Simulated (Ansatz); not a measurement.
# Habitual settings against a tight run: CdPd3 (Pm-3m, 4 atoms in the cell)

Self-consistent single point.

```
CdPd3
1.0
    4.06092     0.00000     0.00000
    0.00000     4.06092     0.00000
    0.00000     0.00000     4.06092
Cd Pd
1 3
Direct
  0.00000   0.00000   0.00000
  0.00000   0.50000   0.50000
  0.50000   0.00000   0.50000
  0.50000   0.50000   0.00000
```

Method: r2SCAN, PAW files made with PBE (plane waves; Ansatz, a program for electronic structure).

Base settings: basis.ecutwfc = 500 eV; kpoints.mp_grid.grid = 11 11 11; hamiltonian.xc = r2scan; hamiltonian.pseudopotentials = {kind: paw} (the program's default PAW files); scf.occupations.method = gaussian; scf.occupations.width = 0.1 eV.

Tight run (finer mesh or higher cutoff; not a proven limit): basis.ecutwfc: 500 eV → 700 eV; kpoints.mp_grid.grid: 11 11 11 → 15 15 15; scf.convergence.dr2_threshold: default (1e-07 eV) → 1e-09 eV. It gave Fermi level (on the code's own zero) 17.03 eV; pressure -6.89 GPa.

Quick runs, as changes from the base:
- A: the base itself
- B: basis.ecutwfc: 500 eV → 350 eV; kpoints.mp_grid.grid: 11 11 11 → 8 8 8; scf.occupations.method: gaussian → methfessel_paxton; scf.occupations.width: 0.1 eV → 0.272 eV; scf.convergence.dr2_threshold: default (1e-07 eV) → 0.0001 eV
- C: basis.ecutwfc: 500 eV → 250 eV; kpoints.mp_grid.grid: 11 11 11 → 6 6 6; hamiltonian.xc: r2scan → lda [LDA (PW92)]
- D: basis.ecutwfc: 500 eV → 300 eV; kpoints.mp_grid.grid: 11 11 11 → 1 1 1
- E: basis.ecutwfc: 500 eV → 350 eV; kpoints.mp_grid.grid: 11 11 11 → 4 4 4; scf.occupations.method: gaussian → cold; scf.occupations.width: 0.1 eV → 0.2 eV; scf.convergence.dr2_threshold: default (1e-07 eV) → 0.0001 eV
- F: basis.ecutwfc: 500 eV → 250 eV; kpoints.mp_grid.grid: 11 11 11 → 4 4 4; scf.occupations.method: gaussian → methfessel_paxton; scf.occupations.width: 0.1 eV → 0.272 eV; kpoints.mp_grid.shift: default → 0.5 0.5 0.5

Energies are extrapolated to zero smearing width, which holds to low order in the width alone.

Dashes: energy of C, another energy zero; count of C, another kind of functional, whose work the count does not hold.

† marks runs with another functional, U, potentials or spin treatment: their distance from the tight run is not a convergence error alone.

The count of work is k-points × plane waves × bands × iterations; it is no time. 

Pressures in the table are Ansatz's without its Pulay estimate, at a fixed set of plane waves; the tight run's value above holds the estimate.

The starting cell comes from a database of computed structures (which also holds hypothetical and non-ambient phases and stackings), without a prior relaxation at this level. Its lattice was rescaled by a random factor within 2.5 % of one. Spin polarisation is off. In the base run, with a pressure of about -7 GPa the cell is away from its equilibrium volume at this level.

```tsv
run	energy less tight (meV/atom)	pressure less tight (GPa)	count of work / tight
A	5.0	-0.14	0.26
B	18.9	-0.61	0.068
C†	–	-94.43	–
D	1946.9	31.23	0.0024
E	8.0	-0.81	0.019
F	1265.1	-87.37	0.0067
```

Among the runs at the tight run's level, the energy misses run from 5.0 to 1946.9 meV/atom.

Keys are those of Ansatz 0.2.
